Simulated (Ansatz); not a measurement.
System: AlB2-type MgB₂. Method: r²SCAN-D4 in Ansatz (PAW).

Settings: plane-wave cutoff 560 eV, 24×24×16 k mesh (along the axes of the cell as run), Fermi–Dirac smearing 0.05 eV, scalar-relativistic PAW data made under PBE.

Response to compression and expansion:

Shape and atoms are relaxed at each volume.

```
V (Å³/atom)  P (GPa)  c (Å)  a (Å)
-----------  -------  -----  -----
9.066           6.66  3.426  3.028
9.255           3.17  3.459  3.045
9.444           0.00  3.492  3.061
9.633          -2.90  3.524  3.077
9.822          -5.54  3.556  3.093
```

Ansatz is an electronic-structure program.
